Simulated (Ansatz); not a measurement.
Given:

```yaml
crystal:
  lattice:
    - [3.26128, 0.00000, 0.00000]
    - [0.00000, 3.26128, 0.00000]
    - [0.00000, 0.00000, 3.26128]
  atoms:
    - { symbol: Mn, position: [0.00000, 0.00000, 0.00000] }
    - { symbol: S, position: [0.50000, 0.50000, 0.50000] }
```

Spin-polarised, with starting moments of sign Mn+ S+.

Method: DFT with r2SCAN, PAW potentials and a 500 eV plane-wave cutoff in Ansatz (a quantum-chemistry and plane-wave program), no spin-orbit coupling. Γ-centred 14×14×14 mesh, Fermi–Dirac width 0.05 eV.

Problem. Estimate the largest site moment.

Solution. 4.51 μB.

Problem. What band gap does the calculation give?

Solution. Zero.

Other magnetic orders, which the real material may have, were not ruled out. Load acts through the strain it causes; cell and atoms are relaxed under it. No phonon test of stability was made. The cell was made from MnS in the CsCl type structure (space group Pm-3m, No. 221; ferromagnetic; a hypothetical phase, not in the database extracts checked) by this change: pressure −2 GPa.
